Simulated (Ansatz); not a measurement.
BN (P6_3mc) under biaxial stress in the c plane (compression positive): band gap by r2SCAN, rigid bands (plane waves, PAW, scalar-relativistic; Ansatz, a quantum-chemistry and plane-wave program). The unloaded cell, whose axes the loads refer to:

Space group P6₃mc (No. 186); a = b = 2.5410 Å, c = 4.2033 Å, α = β = 90.00°, γ = 120.00°

```tsv
atom	site	symmetry	x	y	z
B	2b	3m.	0.3333	0.6667	0.0003
N	2b	3m.	0.3333	0.6667	0.3747
```

| biaxial stress in the c plane (compression positive) (GPa) | volume per atom (Å³) | band gap (eV) |
|---|---|---|
| -36 | 6.33 | 5.99 |
| -27 | 6.20 | 5.94 |
| -18 | 6.08 | 5.88 |
| -9 | 5.97 | 5.81 |
| 0 | 5.88 | 5.74 |
| 9 | 5.79 | 5.66 |
| 18 | 5.71 | 5.58 |
| 27 | 5.63 | ? |

### Question
Fit a straight line to band gap against the load over the rows given, and predict the row at 27 GPa.

### Answer
The means are x̄ = -9.000 GPa and ȳ = 5.8000; Σ(x − x̄)(y − ȳ) = -17.37 and Σ(x − x̄)² = 2268, so the slope is -7.66 meV per GPa, and the rows given lie within 17 meV of the line. At 27 GPa the line gives 5.52 eV; the calculation gives 5.50 eV, 0.44 % from it.

Spin-orbit coupling is left out. Stresses and pressures are the targets of the relaxation. Gaps are resolved to about 0.01 eV. The structure type is held at every load. Geometry: cell and atoms relaxed with PBEsol.
